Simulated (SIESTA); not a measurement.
## Several settings converged on LuCd (P4mm, 2 atoms in the cell)

```yaml
crystal:
  lattice:
    - [3.62278, 0.00000, 0.00000]
    - [0.00000, 3.62278, 0.00000]
    - [0.00000, 0.00000, 3.62278]
  atoms:
    - { symbol: Lu, position: [0.50000, 0.50000, 0.51380] }
    - { symbol: Cd, position: [0.00000, 0.00000, 0.00000] }
```

Base method: GGA PBEsol, numerical atomic orbitals DZP, PseudoDojo PBEsol standard norm-conserving potentials (rewritten from UPF to PSML) (SIESTA).

Base settings: XC.functional = GGA; XC.authors = PBEsol; potentials = PseudoDojo PBEsol standard; PAO.BasisSize = DZP; PAO.EnergyShift = 0.01 Ry; MeshCutoff = 350 Ry; kgrid.MonkhorstPack = 7 7 7; OccupationFunction = FD; ElectronicTemperature = 0.1 eV; MaxSCFIterations = 150.

Core times come from one kind of shared machine, to one figure; runs under 30 s give none.

**The k-point mesh**

The second cell is the first with its lattice scaled by 0.98.

Only quantities that move along the ladder and can be compared are tabulated.

```tsv
kgrid.MonkhorstPack	free energy less the last step's (meV/atom)	energy of the compressed cell less the first (meV/atom)	pressure (GPa)	largest difference of a force vector from the last step's (eV/Å)	core time / last (rough)
2 2 2	123.73	18.12	0.06	0.362	0.4
4 4 4	89.16	3.84	-1.45	0.022	0.4
6 6 6	-5.81	3.20	-1.59	0.001	0.4
7 7 7	-3.67	2.34	-1.68	0.004	0.6
9 9 9	0.43	3.03	-1.59	0.000	0.6
11 11 11	0.00	2.61	-1.64	0.000	1
```

Coarsest kgrid.MonkhorstPack that holds the free energy within 2 meV/atom of the last step, with all finer ones: 9 9 9; the step before is off by 3.7 meV/atom.

Coarsest kgrid.MonkhorstPack that holds the forces within 0.005 eV/Å of the last step, with all finer ones: 6 6 6, at about 0.4 of the last step's time; the step before is off by 0.022 eV/Å.

Coarsest kgrid.MonkhorstPack that holds the energy of the compressed cell less the first within 1 meV/atom of the last step, with all finer ones: 6 6 6, at about 0.4 of the last step's time; the step before is off by 1.2 meV/atom.

The energy difference between the two cells stays within 1 meV/atom of the last step's from 6 6 6 on, the total only from 9 9 9 on: much of the error is common to both cells and cancels.

**The k-point mesh at a smearing width of 0.05 eV**

In this ladder: ElectronicTemperature = 0.05 eV.

Only quantities that move along the ladder and can be compared are tabulated.

| kgrid.MonkhorstPack | free energy less the last step's (meV/atom) | pressure (GPa) | largest difference of a force vector from the last step's (eV/Å) | core time / last (rough) |
|---|---|---|---|---|
| 3 3 3 | 29.54 | -2.72 | 0.005 | 0.2 |
| 4 4 4 | 98.19 | -1.66 | 0.029 | 0.3 |
| 5 5 5 | 18.32 | -1.37 | 0.017 | 0.2 |
| 7 7 7 | -3.27 | -1.71 | 0.006 | 0.3 |
| 10 10 10 | 0.03 | -1.55 | 0.000 | 0.3 |
| 12 12 12 | 0.19 | -1.58 | 0.001 | 0.4 |
| 18 18 18 | 0.00 | -1.60 | 0.000 | 1 |

Coarsest kgrid.MonkhorstPack that holds the pressure within 1 GPa of the last step, with all finer ones: 4 4 4, at about 0.3 of the last step's time; the step before is off by 1.1 GPa.

Coarsest kgrid.MonkhorstPack that holds the free energy within 1 meV/atom of the last step, with all finer ones: 10 10 10, at about 0.3 of the last step's time; the step before is off by 3.3 meV/atom.

Coarsest kgrid.MonkhorstPack that holds the forces within 0.02 eV/Å of the last step, with all finer ones: 5 5 5, at about 0.2 of the last step's time; the step before is off by 0.029 eV/Å.

**The width of Gaussian smearing**

In this ladder: kgrid.MonkhorstPack = 12 12 12; OccupationFunction = MP; OccupationMPOrder = 0.

Narrow widths need finer meshes than wide ones, so the last steps can hold mesh noise.

Only quantities that move along the ladder and can be compared are tabulated; pressure and forces are left out, as mesh noise rules them at narrow widths.

```tsv
ElectronicTemperature	free energy less the last step's (meV/atom)	core time / last (rough)
1 eV	-170.96	1.0
0.5 eV	-44.32	1
0.3 eV	-15.12	0.9
0.1 eV	0.00	1
```

Widest ElectronicTemperature that holds the free energy within 5 meV/atom: not settled: the last two steps still differ by 15 meV/atom, over half the tolerance, so the ladder does not show it.

On the base run: the starting cell comes from a database of computed structures (which also holds hypothetical and non-ambient phases and stackings), without a prior relaxation at this level. Its lattice was rescaled by up to half a per cent. One atom was moved a little off its site on purpose. Values carry the incompleteness of an atom-centred basis.

Left out of this page: 2 runs of the series outside the window shown, repeating another row's setting, or not comparable.
